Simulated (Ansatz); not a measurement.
For HgSe (model structure, started from the PtS type, P4₂/mmc, No. 131, 4 atoms in the cell), PBE (PAW; Ansatz, a program for electronic structure) gives:

```
Item                              Value
------------------------------  -------
equilibrium lattice constant a  4.172 Å
c axis length                   7.363 Å
```

Question: What does PBE-D3(BJ) in Ansatz (plane waves, PAW) give for the same quantities?

Answer: 
- lattice constant a: 4.052 Å (decreases by 2.9 %)
- lattice parameter c: 7.375 Å (goes up by 0.2 %)

Changes are worked out from the printed values.

Unless a cell is named, each level is at its own relaxed cell (PBE 32.04, PBE-D3(BJ) 30.28 Å³/atom).

Levels without +SOC leave out spin–orbit coupling, which shifts energies and cells of such heavy elements.

Ansatz's density-functional and Hartree–Fock values are scalar-relativistic unless marked +SOC, with PAW data made under PBE.

A model structure was made by putting elements into a prototype or built by hand; it is no filed structure, need not be a known phase, and can be a saddle point held by its symmetry.
